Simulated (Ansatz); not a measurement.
## Ir: response to strain

Take Ir in the fcc (Cu type) structure (space group Fm-3m, No. 225; a = 3.831 Å; relaxed with 0.1 eV smearing) as the base. Axes: x, y, z lie along the cube axes.

Strains are applied to the cell and any free atomic positions relax.

The values are results of Kohn–Sham DFT with the PBEsol functional, run in Ansatz (a first-principles code) with PAW and 420 eV plane waves, no spin-orbit coupling, not measurements.

Candidates:
(a) uniaxial strain ε_zz = −2.00 %
(b) uniaxial strain ε_zz = +2.00 %
(c) uniaxial strain ε_zz = +3.00 %
(d) uniaxial strain ε_zz = +1.00 %

Notes on the quantities. energy relative to the base: free energy F.

Problem. Order them by energy relative to the base, lowest first.

Solution. (d) uniaxial strain ε_zz = +1.00 % (+2.8 meV/atom), (b) uniaxial strain ε_zz = +2.00 % (+11 meV/atom), (a) uniaxial strain ε_zz = −2.00 % (+12 meV/atom), (c) uniaxial strain ε_zz = +3.00 % (+24 meV/atom)

Stability against distortions was not tested. All final runs are without spin polarisation.
